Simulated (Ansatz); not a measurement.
The starting structures come from a database of crystals and need not be the phases stable at ambient conditions.

Input:

```
CELL_PARAMETERS angstrom
      5.70767     0.00000     0.00000
      2.71981     6.68195     0.00000
      0.90334    -2.61336     6.61823
ATOMIC_POSITIONS crystal
  V  0.34464 0.34824 0.65198
  V  0.65536 0.65176 0.34802
  Bi 0.91948 0.03038 0.25514
  Bi 0.08052 0.96962 0.74486
  Pb 0.68175 0.68649 0.88533
  Pb 0.31825 0.31351 0.11467
  O  0.24131 0.98082 0.00148
  O  0.75869 0.01918 0.99852
  O  0.86344 0.71588 0.20731
  O  0.13656 0.28412 0.79269
  O  0.83649 0.38345 0.30837
  O  0.16351 0.61655 0.69163
  O  0.54848 0.80878 0.60401
  O  0.45152 0.19122 0.39599
  O  0.60721 0.31364 0.74736
  O  0.39279 0.68636 0.25264
```

Space group of this cell: P-1. The cell is taken as given; by PBEsol its mean pressure is -1.6 GPa.

Transport runs along the normal of the first two printed cell vectors.

No gap correction and no spin-orbit coupling; mid-gap values are interpolated between computed energies.

Q: Give the band gap and the smallest decay constant κ at mid-gap that PBEsol (Ansatz, an electronic-structure program) yields.

A: Gap 2.72 eV on a 6×6×6 mesh; κ = 0.369 1/Å, at (0.167, 0.500) of the in-plane reciprocal vectors. At the zone centre, at the nearest computed energy, the slowest state has κ = 0.48 1/Å.
